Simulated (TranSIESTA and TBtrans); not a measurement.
Junction: Au point contact of 3 atoms in a row between two rods. Leads: fcc Au rod along [100], layers of 5 and 4 atoms, a = 4.16 Å. Geometry: as built, not relaxed. Transport runs along z; the first 18 and the last 18 of the 70 atoms are the lead cells, repeated to infinity.

```xyz
70
Lattice="14.383 0.000 0.000 0.000 14.383 0.000 0.000 0.000 38.692" Properties=species:S:1:pos:R:3 pbc="F F T"
Au     7.192     7.192     0.000
Au    10.133     7.192     0.000
Au     7.192    10.133     0.000
Au     4.250     7.192     0.000
Au     7.192     4.250     0.000
Au     8.662     8.662     2.080
Au     5.721     8.662     2.080
Au     8.662     5.721     2.080
Au     5.721     5.721     2.080
Au     7.192     7.192     4.160
Au    10.133     7.192     4.160
Au     7.192    10.133     4.160
Au     4.250     7.192     4.160
Au     7.192     4.250     4.160
Au     8.662     8.662     6.240
Au     5.721     8.662     6.240
Au     8.662     5.721     6.240
Au     5.721     5.721     6.240
Au     7.192     7.192     8.320
Au    10.133     7.192     8.320
Au     7.192    10.133     8.320
Au     4.250     7.192     8.320
Au     7.192     4.250     8.320
Au     8.662     8.662    10.400
Au     5.721     8.662    10.400
Au     8.662     5.721    10.400
Au     5.721     5.721    10.400
Au     7.192     7.192    12.480
Au    10.133     7.192    12.480
Au     7.192    10.133    12.480
Au     4.250     7.192    12.480
Au     7.192     4.250    12.480
Au     8.662     8.662    14.560
Au     5.721     8.662    14.560
Au     8.662     5.721    14.560
Au     5.721     5.721    14.560
Au     7.192     7.192    16.640
Au     7.192     7.192    19.346
Au     7.192     7.192    22.052
Au     8.662     8.662    24.132
Au     5.721     8.662    24.132
Au     8.662     5.721    24.132
Au     5.721     5.721    24.132
Au     7.192     7.192    26.212
Au    10.133     7.192    26.212
Au     7.192    10.133    26.212
Au     4.250     7.192    26.212
Au     7.192     4.250    26.212
Au     8.662     8.662    28.292
Au     5.721     8.662    28.292
Au     8.662     5.721    28.292
Au     5.721     5.721    28.292
Au     7.192     7.192    30.372
Au    10.133     7.192    30.372
Au     7.192    10.133    30.372
Au     4.250     7.192    30.372
Au     7.192     4.250    30.372
Au     8.662     8.662    32.452
Au     5.721     8.662    32.452
Au     8.662     5.721    32.452
Au     5.721     5.721    32.452
Au     7.192     7.192    34.532
Au    10.133     7.192    34.532
Au     7.192    10.133    34.532
Au     4.250     7.192    34.532
Au     7.192     4.250    34.532
Au     8.662     8.662    36.612
Au     5.721     8.662    36.612
Au     8.662     5.721    36.612
Au     5.721     5.721    36.612
```

Run with TranSIESTA and TBtrans (open boundaries, self-consistent; PseudoDojo norm-conserving potentials, scalar-relativistic): PAO.BasisSize SZP, PAO.EnergyShift 0.15 eV, XC.Authors PBE, Mesh.Cutoff 150 Ry, ElectronicTemperature 300 K, TBT.Elecs.Eta 0.001 eV, no spin polarisation.

Task: Give the current of both spins against bias, self-consistently and from the zero-bias transmission integrated over the bias window.

Result: 
| V (V) | I self-consistent (μA) | I from the zero-bias T(E) (μA) |
|---|---|---|
| 0.2 | 16.2 | 16.1 |
| 0.4 | 31.7 | 32.6 |
| 0.6 | 41.5 | 49.8 |

Positive bias raises the left lead's chemical potential. The energy step is 0.02 eV; narrower resonances are cut or missed.

Spin-orbit coupling, left out here, matters for the heavy atoms.
